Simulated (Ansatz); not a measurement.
## Hypothetical Cc Ga2O3: pressure series

Base system: Ga$_{2}$O$_{3}$ (space group Cc, No. 9; a hypothetical phase, not in the database extracts checked).

```xyz
10
Lattice="4.7745 -2.9390 0.0000 4.7745 2.9390 0.0000 -2.2185 0.0000 4.7555" Properties=species:S:1:pos:R:3 pbc="T T T"
Ga     4.4312    -2.1970     2.2639
Ga     3.3219     2.1970     4.6416
Ga     5.7333     0.6028     2.7307
Ga     6.8426    -0.6028     0.3530
O     -0.4045     0.7223     4.1416
O      0.7047    -0.7223     1.7639
O      6.3563    -0.3447     4.2487
O      7.4656     0.3447     1.8709
O      4.0919     0.7342     3.8538
O      5.2012    -0.7342     1.4761
```

Cell and atoms are relaxed at each pressure.

Calculations: PBEsol (Ansatz, a quantum-chemistry and plane-wave program, PAW, scalar-relativistic without spin-orbit coupling).

| pressure (GPa) | volume per atom (Å³/atom) |
|---|---|
| -2 | 13.714 |
| -1 | ? |
| 0 | 13.346 |
| 0.3 | 13.291 |
| 0.7 | 13.213 |
| 1.5 | 13.051 |

Problem. Fit the third-order Birch–Murnaghan form P(V) = (3B₀/2)[(V₀/V)^(7/3) − (V₀/V)^(5/3)]·[1 + (3/4)(B₀′ − 4)((V₀/V)^(2/3) − 1)] (squares taken in P) to the rows shown and predict the withheld row.

Solution. Least squares on the printed values gives V₀ = 13.347 Å³/atom, B₀ = 70.3 GPa, B₀′ = -4.0; this predicts 13.533 Å³/atom, and the run gives 13.532 Å³/atom, in agreement.

Load acts through the strain it causes; cell and atoms are relaxed under it. Stability against distortions was not tested.
